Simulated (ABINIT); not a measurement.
ABINIT is run on LiAu3 (Pm-3m, 4 atoms in the cell), and the run fails. The aim is a self-consistent single point with DFT, LDA (PW92), plane waves, norm-conserving pseudopotentials (PseudoDojo nc-sr-04 LDA standard).

Cell that was meant: a = 3.9730 Å, b = 3.9730 Å, c = 3.9730 Å, α = 90.00°, β = 90.00°, γ = 90.00°.

Part of the input:

```
# LiAu3, PseudoDojo nc-sr-04 LDA standard
acell 3.9730000000 3.9730000000 3.9730000000 Angstrom
rprim
         1.0000000000    0.0000000000    0.0000000000
         0.0000000000    1.0000000000    0.0000000000
```

Output, abridged:

```
           HAVE_FC_CPUTIME              HAVE_FC_EXIT             HAVE_FC_FLUSH

             HAVE_FC_GAMMA            HAVE_FC_GETENV   HAVE_FC_IEEE_ARITHMETIC

   HAVE_FC_IEEE_EXCEPTIONS          HAVE_FC_INT_QUAD             HAVE_FC_IOMSG

     HAVE_FC_ISO_C_BINDING  HAVE_FC_ISO_FORTRAN_2008        HAVE_FC_LONG_LINES

        HAVE_FC_MOVE_ALLOC  HAVE_FC_ON_THE_FLY_SHAPE           HAVE_FC_PRIVATE

         HAVE_FC_PROTECTED           HAVE_FC_SHIFTLR         HAVE_FC_STREAM_IO

            HAVE_FC_SYSTEM                HAVE_FFTW3          HAVE_FORTRAN2003

                 HAVE_HDF5             HAVE_HDF5_MPI        HAVE_LIBPAW_ABINIT

      HAVE_LIBTETRA_ABINIT                HAVE_LIBXC                  HAVE_MPI

                 HAVE_MPI2         HAVE_MPI2_INPLACE       HAVE_MPI_IALLGATHER

       HAVE_MPI_IALLREDUCE        HAVE_MPI_IALLTOALL       HAVE_MPI_IALLTOALLV

           HAVE_MPI_IBCAST         HAVE_MPI_IGATHERV        HAVE_MPI_INTEGER16

               HAVE_MPI_IO HAVE_MPI_TYPE_CREATE_S...               HAVE_NETCDF

       HAVE_NETCDF_FORTRAN   HAVE_NETCDF_FORTRAN_MPI           HAVE_NETCDF_MPI

             HAVE_OS_LINUX         HAVE_TIMER_ABINIT
 ++++++++++++++++++++++++++++++++++++++++++++++++++++++++++++++++++++++++++++++

 Netcdf library supports MPI-IO
-instrng: 28 lines of input have been read from file run.abi

--- !ERROR
src_file: m_common.F90
src_line: 1843
mpi_rank: 0
message: |
    `pseudos` variable must be specified in input when the code is invoked with the `abinit t01.in` syntax
...

 abinit_abort: decision taken to exit. Check above messages for more info
Abort(13) on node 0 (rank 0 in comm 0): application called MPI_Abort(MPI_COMM_WORLD, 13) - process 0

--- !ERROR
src_file: m_common.F90
src_line: 1843
mpi_rank: 0
message: |
    `pseudos` variable must be specified in input when the code is invoked with the `abinit t01.in` syntax
...
```

Problem. Read the log: what does the program object to, and what is the fix?

Solution. The fault is no pseudopotentials named. Every species needs a potential file. To fix it, name the files. The program stopped before any SCF iteration.

The sound input it was made from differs as follows (other fixes are possible):
```diff
+pp_dirpath "./"
+pseudos "Au.upf, Li.upf"
```

With that input, the run converged in 9 iterations: free energy E − TS -12240.64 eV; Fermi level (on the code's own zero) 10.71 eV; pressure -3.44 GPa (DFT, LDA (PW92), plane waves, norm-conserving pseudopotentials (PseudoDojo nc-sr-04 LDA standard)).

On the sound input: the starting cell comes from a database of published, mostly measured structures (it also holds non-ambient and calculated ones), without a prior relaxation at this level. With a pressure of about -3 GPa the cell is away from its equilibrium volume at this level.
